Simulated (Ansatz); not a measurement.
Cell and atoms of amorphous Hf18O39Y2:

```xyz
59
Lattice="8.9807 0.4669 -0.1720 0.4669 9.6323 -0.0303 -0.1720 -0.0303 8.9577" Properties=species:S:1:pos:R:3 pbc="T T T"
Hf     3.8288     5.4096     6.8655
Hf     6.5795     7.4308     7.1058
Hf     2.8296     8.1444     4.3403
Hf     8.9473     9.8514     2.4788
Hf     2.8214     1.4540     6.5874
Hf     3.5804     3.6180     3.4330
Hf     5.7586     1.2333     8.2906
Hf     7.8550     4.4821     7.5849
Hf     5.7540     6.0237     4.2207
Hf     3.0758     0.3293     1.3612
Hf     7.6950     6.3723     1.6098
Hf     5.0858     0.4322     4.5539
Hf     2.7867     3.5068     0.2500
Hf     6.4944     3.0240     1.9687
Hf     0.5849     5.7580     4.9647
Hf     4.1451     6.4754     1.2251
Hf     0.1391     1.2502     8.6528
Hf     0.6298     2.5104     4.6123
O      4.3522     4.7212     5.0217
O      0.8328     0.3066     4.1592
O      7.3623     2.5464     7.6021
O      4.9361     6.6233     8.1800
O      5.7801     7.8540     5.2231
O      5.1497     9.6407     0.1942
O      0.6894     1.5088     6.4399
O      3.5054     9.2173     5.8591
O      5.0948     2.8412     0.3924
O      0.9030     9.0637     7.8479
O      0.9510     0.4910     1.4641
O      8.1244     2.6055     3.1434
O      7.9107     6.4386     8.4575
O      7.1932     9.3238     7.2480
O      7.4409     4.4725     0.8487
O      3.9470     6.7676     3.3833
O      5.1888     2.1348     3.4299
O      8.8686     8.0467     1.4204
O      3.1183     4.8097     1.7974
O      0.6066     3.3663     8.7457
O      0.8601     7.5950     4.0371
O      7.3712     1.2552     0.9273
O      2.2902     1.4033     8.5650
O      8.6472     7.3505     6.2631
O      2.4579     6.5175     5.8266
O      2.8734     2.3068     1.9663
O      4.1065     9.4340     3.2282
O      1.5044     4.2737     3.8790
O      7.4652     9.7526     4.0014
O      7.8225     6.0146     3.6355
O      5.9856     7.1483     1.8760
O      3.2930     3.4946     7.2450
O      2.8890     7.9661     1.0592
O      4.9032     1.3915     6.3684
O      2.5515     5.5997     8.5211
O      2.6938     2.2401     4.7513
O      5.4844     4.6278     2.7134
O      8.9341     4.4885     5.8259
O      6.3902     5.4613     6.3107
Y      8.9620     9.4982     5.6881
Y      0.9319     7.1564     8.6829
```

Calculation: PBE, scalar-relativistic without spin-orbit coupling (plane waves to 420 eV, PAW; Ansatz, a quantum-chemistry and plane-wave program).

A CHGNet melt-quench gave the starting glass, which DFT then relaxed. O atoms were pushed apart under 1.9 Å during the dynamics, to hinder bonds among them. The hot cell started wider than the set density and was brought back towards it in steps. It is the lowest in DFT energy of 2 quenches. It is a model cell: composition and starting density were chosen by hand, and all elements were melted together. No dispersion term was used. Its density started from a set value of 8.63 and ended at 8.63 g/cm³. The simulated quench (nominally 380 K/ps over its main leg) is rapid and tends to freeze in more defects than a deposited or slowly cooled glass has. One small periodic cell is one sample of the glass; other quenches scatter about these values. The volume was held where the preparation left it and the shape relaxed, at a PBE pressure of 2.4 GPa. Stress components on the final sampling reach 2.5 GPa.

Cut-offs for bonds: Hf-Hf 3.34 Å, Hf-O 2.80 Å, Hf-Y 3.54 Å, O-O 1.58 Å, O-Y 2.82 Å, Y-Y 3.74 Å. Two cations that share two anions don't count as bonded, nor two that share one unless they lie closer than Hf-Hf 3.25 Å, Hf-Y 3.45 Å, Y-Y 3.64 Å.

Problem. Give the coordination numbers, mean bond lengths and angles.

Solution. 
```json
{
 "Mean coordination of Hf by anions": "6.28 (1 with 5, 11 with 6, 6 with 7)",
 "Mean coordination of O": "3.23 (1 with 2, 28 with 3, 10 with 4)",
 "Mean coordination of Y by anions": "6.50 (1 with 6, 1 with 7)",
 "Mean Hf-O bond": "2.140 Å (spread 0.141 Å, 113 counted)",
 "Mean O-Y bond": "2.328 Å (spread 0.130 Å, 13 counted)",
 "Bond angle at Hf": "mean 103.0°, spread 29.6°",
 "Bond angle at O": "mean 113.7°, spread 17.4°",
 "Bond angle at Y": "mean 102.1°, spread 29.8°"
}
```

Problem. List the pairs of like atoms that count as bonded by the rules above.

Solution. There are none by these rules.
